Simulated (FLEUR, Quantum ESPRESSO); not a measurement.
A Quantum ESPRESSO input for a self-consistent single point of Ca3ZnSe4 (P-43m, 8 atoms in the cell) (DFT, LDA (PW92), plane waves, PseudoDojo standard norm-conserving (LDA) pseudopotentials):

```fortran
&control
   calculation = 'scf',
   prefix = 'Ca3ZnSe4',
   outdir = './out',
   pseudo_dir = './',
   tprnfor = .true.,
   tstress = .true.,
/
&system
   ibrav = 0,
   nat = 8,
   ntyp = 3,
   ecutwfc = 90,
   occupations = 'fixed',
   nbnd = 61,
/
&electrons
   conv_thr = 1.0d-10,
/
ATOMIC_SPECIES
Ca    40.0780  Ca.upf
Zn    65.3800  Zn.upf
Se    78.9710  Se.upf
CELL_PARAMETERS angstrom
   6.2054110000     0.0000000000     0.0000000000
   0.0000000000     6.2054110000     0.0000000000
   0.0000000000     0.0000000000     6.2054110000
ATOMIC_POSITIONS alat
Ca    0.0000000000    0.5000000000    0.5000000000
Ca    0.5000000000    0.0000000000    0.5000000000
Ca    0.5000000000    0.5000000000    0.0000000000
Zn    0.0000000000    0.0000000000    0.0000000000
Se    0.7699100000    0.7699100000    0.2300900000
Se    0.7699100000    0.2300900000    0.7699100000
Se    0.2300900000    0.2300900000    0.2300900000
Se    0.2300900000    0.7699100000    0.7699100000
K_POINTS automatic
3 3 3  0 0 0
```

Q: Give the FLEUR input for the same structure, mesh, smearing and functional.

A: This is the input that was run; spellings and numerical settings could be chosen otherwise.

Input of the input generator:

```
Ca3ZnSe4 FLAPW
&input film=f /
11.7265272807 0.0000000000 0.0000000000
0.0000000000 11.7265272807 0.0000000000
0.0000000000 0.0000000000 11.7265272807
1.0
1.0 1.0 1.0

8
20 0.0000000000 0.5000000000 0.5000000000
20 0.5000000000 -0.0000000000 0.5000000000
20 0.5000000000 0.5000000000 -0.0000000000
30 0.0000000000 -0.0000000000 -0.0000000000
34 0.7699100000 0.7699100000 0.2300900000
34 0.7699100000 0.2300900000 0.7699100000
34 0.2300900000 0.2300900000 0.2300900000
34 0.2300900000 0.7699100000 0.7699100000

&comp jspins=1 /
&exco xctyp='pz' /
&kpt div1=3 div2=3 div3=3 /
&end /
```

```xml
<?xml version="1.0" encoding="UTF-8" standalone="no"?>
<fleurInput fleurInputVersion="0.39">
   <comment>
      Ca3ZnSe4 FLAPW                                                                                      
   </comment>
   <calculationSetup>
      <cutoffs Kmax="3.8" Gmax="15.2" GmaxXC="15.2" numbands="0"/>
      <scfLoop itmax="60" minDistance="0.00001" maxIterBroyd="25" imix="Anderson" alpha="0.05" precondParam="0.0" spinf="2.0"/>
      <coreElectrons ctail="T" frcor="F" kcrel="0" coretail_lmax="0"/>
      <xcFunctional name="pz" relativisticCorrections="F"/>
      <magnetism jspins="1"/>
      <soc l_soc="F" theta="0.0" phi="0.0" spav="F"/>
      <expertModes spex="0" secvar="F"/>
      <geometryOptimization l_f="T" forcealpha="1.0" forcemix="BFGS" epsdisp="0.00001" epsforce="0.00001"/>
      <ldaU l_linMix="F" mixParam="0.05" spinf="1.0"/>
   </calculationSetup>
   <cell>
      <bzIntegration valenceElectrons="106.0" mode="hist" fermiSmearingEnergy="0.0001">
         <kPointListSelection listName="default-1"/>
         <!-- k-points included here -->
         <xi:include xmlns:xi="http://www.w3.org/2001/XInclude" href="kpts.xml"> </xi:include>
      </bzIntegration>
      <!-- symmetry operations included here -->
      <xi:include xmlns:xi="http://www.w3.org/2001/XInclude" href="sym.xml"> </xi:include>
      <bulkLattice scale="1.0">
         <bravaisMatrix>
            <row-1>   11.7265272806999992     0.0000000000000000     0.0000000000000000</row-1>
            <row-2>    0.0000000000000000    11.7265272806999992     0.0000000000000000</row-2>
            <row-3>    0.0000000000000000     0.0000000000000000    11.7265272806999992</row-3>
         </bravaisMatrix>
      </bulkLattice>
   </cell>
   <atomSpecies>
      <species name="Calcium (Ca)" element="Ca" atomicNumber="20">
         <mtSphere radius="2.68" gridPoints="925" logIncrement="0.013"/>
         <atomicCutoffs lmax="10" lnonsphr="8"/>
         <electronConfig flipSpins="F">
            <coreConfig>(1s1/2) (2s1/2) (2p1/2) (2p3/2)</coreConfig>
            <valenceConfig>(3s1/2) (3p1/2) (3p3/2) (4s1/2)</valenceConfig>
         </electronConfig>
         <energyParameters s="4" p="4" d="3" f="4"/>
         <lo type="SCLO" l="0" n="3" eDeriv="0"/>
         <lo type="SCLO" l="1" n="3" eDeriv="0"/>
      </species>
      <species name="Zinc (Zn)" element="Zn" atomicNumber="30">
         <mtSphere radius="2.22" gridPoints="767" logIncrement="0.016"/>
         <atomicCutoffs lmax="8" lnonsphr="6"/>
         <electronConfig flipSpins="F">
            <coreConfig>(1s1/2) (2s1/2) (2p1/2) (2p3/2) (3s1/2) (3p1/2) (3p3/2)</coreConfig>
            <valenceConfig>(4s1/2) (3d3/2) (3d5/2)</valenceConfig>
         </electronConfig>
         <energyParameters s="4" p="4" d="3" f="4"/>
         <lo type="HELO" l="2" n="4" eDeriv="0"/>
      </species>
      <species name="Selenium (Se)" element="Se" atomicNumber="34">
         <mtSphere radius="2.22" gridPoints="767" logIncrement="0.016"/>
         <atomicCutoffs lmax="8" lnonsphr="6"/>
         <electronConfig flipSpins="F">
            <coreConfig>(1s1/2) (2s1/2) (2p1/2) (2p3/2) (3s1/2) (3p1/2) (3p3/2)</coreConfig>
            <valenceConfig>(4s1/2) (3d3/2) (3d5/2) (4p1/2) (4p3/2)</valenceConfig>
            <stateOccupation state="(4p1/2)" spinUp="0.6666666666667" spinDown="0.6666666666667"/>
            <stateOccupation state="(4p3/2)" spinUp="1.3333333333333" spinDown="1.3333333333333"/>
         </electronConfig>
         <energyParameters s="4" p="4" d="3" f="4"/>
         <lo type="HELO" l="2" n="4" eDeriv="0"/>
      </species>
   </atomSpecies>
   <atomGroups>
      <atomGroup species="Calcium (Ca)">
         <relPos label="                   1">.0000000000 1.000/2.000 1.000/2.000</relPos>
         <relPos label="                   2">1.000/2.000 .0000000000 1.000/2.000</relPos>
         <relPos label="                   3">1.000/2.000 1.000/2.000 .0000000000</relPos>
         <force calculate="T" relaxXYZ="TTT"/>
      </atomGroup>
      <atomGroup species="Zinc (Zn)">
         <relPos label="                   4">.0000000000 .0000000000 .0000000000</relPos>
         <force calculate="T" relaxXYZ="TTT"/>
      </atomGroup>
      <atomGroup species="Selenium (Se)">
         <relPos label="                   5">-.2300900000 -.2300900000 .2300900000</relPos>
         <relPos label="                   6">-.2300900000 .2300900000 -.2300900000</relPos>
         <relPos label="                   7">.2300900000 .2300900000 .2300900000</relPos>
         <relPos label="                   8">.2300900000 -.2300900000 -.2300900000</relPos>
         <force calculate="T" relaxXYZ="TTT"/>
      </atomGroup>
   </atomGroups>
   <output dos="F" band="F" slice="F">
      <checks vchk="F" cdinf="F"/>
      <bandDOS minEnergy="-.5*Htr" maxEnergy="0.5*Htr" sigma="0.015" storeEVData="T"/>
      <vacuumDOS vacdos="F" integ="F" star="F" nstars="0" locx1="0.0" locy1="0.0" locx2="0.0" locy2="0.0" nstm="0" tworkf="0.0"/>
      <unfoldingBand unfoldBand="F" supercellX="1" supercellY="1" supercellZ="1"/>
      <plotting iplot="0" polar="F">
         <plot TwoD="T" vec1="  1.0  0.0  0.0" vec2="  0.0  1.0  0.0" vec3="  0.0  0.0  1.0" zero="  0.0  0.0  0.0" file="plot"/>
      </plotting>
      <chargeDensitySlicing numkpt="0" minEigenval="0.0" maxEigenval="0.0" nnne="0" pallst="F"/>
      <specialOutput eonly="F"/>
      <magneticCircularDichroism mcd="F" energyLo="-10.0" energyUp="0.0"/>
   </output>
  <!-- We include the file relax.xml here to enable relaxations (see documentation) -->
  <xi:include xmlns:xi="http://www.w3.org/2001/XInclude" href="relax.xml"> <xi:fallback/> </xi:include>
</fleurInput>
```

Basis settings and potentials, where a program has them, do not carry over. This input uses DFT, LDA (Perdew-Zunger), all-electron FLAPW (FLEUR), scalar-relativistic valence. LDA parametrisations can differ slightly between programs.

The starting cell comes from a database of computed structures (which also holds hypothetical and non-ambient phases and stackings), without a prior relaxation at this level. Its lattice was rescaled by a random factor within 2.5 % of one. For this run, on top of that: lattice scaled by 0.98.
